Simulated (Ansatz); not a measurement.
Base system: TiC in the rock salt structure (space group Fm-3m, No. 225; a = 4.333 Å).

(Cell as relaxed with PBE.)

Levels (all Ansatz, a program for electronic structure, PAW, earlier PAW set): PBE (420 eV, no spin-orbit coupling); r2SCAN (500 eV, no SOC).

Each level relaxes its own structure.

```tsv
base	PBE	r2SCAN
volume per atom	10.17 Å³	10.14 Å³
lattice parameter a	4.333 Å	4.329 Å
band gap	zero	zero
```

One thing is altered: cell and atoms relaxed at a pressure of 1.8 GPa.

| quantity | PBE | r2SCAN |
|---|---|---|
| band gap | zero | zero |
| shortest interatomic distance | 2.161 Å | 2.159 Å |

The two agree on the band gap. Neither level is exact; r2SCAN is the comparison here, not a measurement.

Load acts through the strain it causes; cell and atoms are relaxed under it. Stability against distortions was not tested. The final runs are not spin-polarised.
